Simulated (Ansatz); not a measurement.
SrTiS₃ (model structure, started from the cubic perovskite type, Pm-3m, No. 221, 5 atoms in the cell), treated with HSE06 in Ansatz (PAW).

Run with plane-wave cutoff 460 eV, 6×6×6 k mesh, Fermi–Dirac smearing 0.05 eV, no spin polarisation, scalar-relativistic PAW data made under PBE.

Cell (relaxed with PBEsol):

SrTiS3 is modelled in the cubic space group Pm-3m (No. 221), the cubic perovskite structure, Pearson symbol cP5. Conventional cell: a = 4.714 Å, b = 4.714 Å, c = 4.714 Å, α = 90.00°, β = 90.00°, γ = 90.00°. Sr on 1a sees 12 S at 3.333 Å (cuboctahedral). Ti on 1b has 6 S at 2.357 Å (octahedral). S on 3c is coordinated by 2 Ti at 2.357 Å and 4 Sr at 3.333 Å (octahedral). (Neighbours: up to the widest gap in distance over summed covalent radii, below 1.35, at either atom; cation-cation and far metal-metal contacts left out.)

**Question.** What does this level give for the band gap and smallest direct gap on the k points sampled?

**Answer.** 
* **band gap**: 0.17 eV (on the SCF k mesh)
* **smallest direct gap on the k points sampled**: 0.72 eV

Note: PBE has no gap here, and a hybrid on a coarse mesh can open a false one; the relaxation could raise the start's symmetry but not lower it, so the cell can be a saddle point; cell and atoms aren't relaxed at this level (pressure 2.0 GPa).

Spin–orbit coupling is not included.

Static lattice: no zero-point or thermal effects.

A model structure was made by putting elements into a prototype or built by hand; it is no filed structure, need not be a known phase, and can be a saddle point held by its symmetry.

Ansatz is a first-principles code.
